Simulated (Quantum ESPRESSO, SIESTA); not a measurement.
A SIESTA input for a self-consistent single point of Rb3Ba (P1, 4 atoms in the cell) (DFT, GGA PBEsol, numerical atomic orbitals DZP, PseudoDojo PBEsol standard norm-conserving potentials (rewritten from UPF to PSML)):

```
# files in the folder: Rb.psml Ba.psml (PseudoDojo PBEsol standard)
SystemName  Rb3Ba
SystemLabel rb3ba

NumberOfAtoms                4
NumberOfSpecies              2
%block ChemicalSpeciesLabel
  1 37 Rb
  2 56 Ba
%endblock ChemicalSpeciesLabel
LatticeConstant              1.0 Ang
%block LatticeVectors
    -3.382586000    3.382586000    7.395675000
     3.382586000   -3.382586000    7.395675000
     3.382586000    3.382586000   -7.395675000
%endblock LatticeVectors
AtomicCoordinatesFormat      Bohr
%block AtomicCoordinatesAndAtomicSpecies
    -0.037061750    6.481664173    7.004922653  1
     6.360929034    0.002492943    6.974902634  1
     0.119437531   -0.090787865   13.932265639  1
    -0.051143681   -0.001208118    0.039509587  2
%endblock AtomicCoordinatesAndAtomicSpecies

XC.functional                GGA
XC.authors                   PBEsol
PAO.BasisSize                DZP
PAO.EnergyShift              0.01 Ry
MeshCutoff                   400 Ry
%block kgrid.MonkhorstPack
    5   0   0  0.0
    0   5   0  0.0
    0   0   5  0.0
%endblock kgrid.MonkhorstPack
OccupationFunction           FD
ElectronicTemperature        1160.45 K

MaxSCFIterations             150
SCF.Mixer.Method             Pulay
SCF.Mixer.Weight             0.25
SCF.Mixer.History            8
SCF.DM.Tolerance             1.0E-05
Diag.ParallelOverK           true
WriteForces                  true
```

Write the same calculation as an input for Quantum ESPRESSO.

This is the input that was run; spellings and numerical settings could be chosen otherwise.

```fortran
&control
  calculation = 'scf',
  outdir = './tmp/',
  pseudo_dir = './',
  verbosity = 'high',
  tprnfor = .true.,
  tstress = .true.,
/
&system
  ibrav = 0,
  nat = 4,
  ntyp = 2,
  ecutwfc = 40,
  ecutrho = 200,
  occupations = 'smearing',
  smearing = 'fermi-dirac',
  degauss = 0.0073499,
/
&electrons
  conv_thr = 1e-8,
/
ATOMIC_SPECIES
Rb    85.4678  rb_pbesol_v1.uspp.F.UPF
Ba   137.3270  ba_pbesol_v1.uspp.F.UPF
CELL_PARAMETERS angstrom
  -3.38258600     3.38258600     7.39567500
   3.38258600    -3.38258600     7.39567500
   3.38258600     3.38258600    -7.39567500
ATOMIC_POSITIONS crystal
Rb    0.75761000    0.24771000    0.50410200
Rb    0.24973000    0.74709200    0.49775200
Rb    0.49134100    0.50778500    0.00224100
Ba    0.00131900   -0.00258700   -0.00409500
K_POINTS automatic
5 5 5  0 0 0
```

Basis, cutoffs, solver keys and any potentials are the target program's own. This input uses DFT, PBEsol, plane waves, GBRV 1.5 ultrasoft (PBESOL) pseudopotentials.

The starting cell comes from a database of computed structures (which also holds hypothetical and non-ambient phases and stackings), without a prior relaxation at this level. Its lattice was rescaled by a random factor within 2.5 % of one. For this run, on top of that: atoms moved at random.
